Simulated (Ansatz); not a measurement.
## InP (F-43m): band-edge transport data

```
CELL_PARAMETERS angstrom
      0.00000     2.93916     2.93916
      2.93916     0.00000     2.93916
      2.93916     2.93916     0.00000
ATOMIC_POSITIONS crystal
  In 0.00000 0.00000 0.00000
  P  0.25000 0.25000 0.25000
```

All values below come from PBEsol with spin-orbit coupling, rigid bands (plane waves, PAW; Ansatz, an electronic-structure program). How the cell was made: cell and atoms relaxed with PBEsol.

```yaml
band_gap: 0.54 eV
electron conductivity mass (300 K, dilute): 0.056 mₑ
hole conductivity mass (300 K, dilute): 0.56 mₑ
effective density of states N_c (300 K): 3.0e17 cm⁻³
effective density of states N_v (300 K): 2.3e19 cm⁻³
density_of_states_mass_electrons: 0.052 mₑ
density_of_states_mass_holes: 0.94 mₑ
Seebeck coefficient, n-type 1e19 cm⁻³, 300 K: -44 μV/K
Seebeck coefficient, p-type 1e19 cm⁻³, 300 K: 317 μV/K
best p-type power factor at 300 K for τ = 10 fs (best axis; densities from 1e16 to 1e21 cm⁻³ tried, whether or not they can be reached): 13.5 μW/(cm·K²) at 3e20 cm⁻³
```

Rigid bands; masses and Seebeck coefficients take one relaxation time τ for all states and one kind of carrier; polarons and phonon drag are left out.
